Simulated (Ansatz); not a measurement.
Start from Ru in the hcp (Mg type) structure (space group P6_3/mmc, No. 194; a = 2.704 Å, c = 4.263 Å; relaxed with 0.1 eV smearing). Axes: x lies along a and z along c of the hexagonal cell.

Computed with Ansatz (a program for electronic structure) r2SCAN, spin-orbit coupling left out.

Now apply this change: biaxial strain +0.50 %, plane normal [001], relaxed out of plane (Cartesian); in-plane vectors clamped, the third vector and the atoms free.

What happens to the in-plane stress?

The mean in-plane stress (compression positive) amounts to -3.4 GPa.

What happens to the out-of-plane strain?

The out-of-plane strain comes out as -0.27 %.

Whether these cells are dynamically stable was not tested. All final runs are without spin polarisation.
